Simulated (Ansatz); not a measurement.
**One-dimensional MgS body, 2 atoms a period**

Levels: PBE (plane waves to 420 eV, PAW; Ansatz, a first-principles code); r2SCAN (plane waves to 500 eV, PAW; Ansatz); HSE06 (Ansatz). Unmarked values and the geometry are of the first. Mesh 1×1×66. No spin polarisation. Periodic along z alone, with about 11 Å of vacuum beside it. A hypothetical model. It keeps the symmetry and period of its start, so it need not be a minimum against all distortions. Pairing along the axis, which can open a gap, is among the distortions not tried. HSE06 ran on a 1×1×4 mesh and at PBE's edge points. Buckling under compression is shut out by symmetry and the short period.

| Property | Result |
|---|---|
| period along the axis (2 atoms) | 4.459 Å |
| PBE gap | 2.85 eV, indirect, from the zone edge to Γ |
| electron mass along the axis (PBE) | 0.31 mₑ |
| hole mass along the axis (PBE) | 2.1 mₑ |
| valence and conduction edges under the vacuum level (PBE) | 5.67 and 2.82 eV |
| r2SCAN gap at this geometry | 3.58 eV |
| HSE06 gap at this geometry | 3.93 eV |
| axial stiffness dF/dε | 43 nN |

```yaml
crystal:
  lattice:
    - [11.00000, 0.00000, 0.00000]
    - [0.00000, 11.00000, 0.00000]
    - [0.00000, 0.00000, 4.45925]
  atoms:
    - { symbol: Mg, position: [0.50000, 0.50000, 0.00000] }
    - { symbol: S, position: [0.50000, 0.50000, 0.50000] }
```
